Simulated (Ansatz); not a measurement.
Take InP in the zinc blende structure (space group F-43m, No. 216; a = 5.827 Å) as the base. Axes: x, y, z lie along the cube axes.

Method: Kohn–Sham DFT with the LDA functional, run in Ansatz (a first-principles code) with PAW and 420 eV plane waves, no spin-orbit coupling.

Strains are applied to the cell and any free atomic positions relax; under biaxial strain the out-of-plane vector relaxes too.

One change was made to it. Results:

```csv
quantity,base,after
energy relative to the base (free energy F),0 meV/atom,+14 meV/atom
"pressure (mean of the normal stresses, compression positive)",0.00 GPa,-2.27 GPa
```

Question: What was done to the base?
A) biaxial strain +2.50 %, plane normal [111], relaxed out of plane
B) biaxial strain +0.83 %, plane normal [111], relaxed out of plane
C) biaxial strain +0.42 %, plane normal [111], relaxed out of plane
D) biaxial strain −2.08 %, plane normal [111], relaxed out of plane

Answer: A, biaxial strain +2.50 %, plane normal [111], relaxed out of plane. For comparison, the energy relative to the base in the other runs: biaxial strain +0.83 %, plane normal [111], relaxed out of plane gives +1.5 meV/atom; biaxial strain −2.08 %, plane normal [111], relaxed out of plane gives +10 meV/atom; biaxial strain +0.42 %, plane normal [111], relaxed out of plane gives +0.4 meV/atom.

Whether these cells are dynamically stable was not tested.
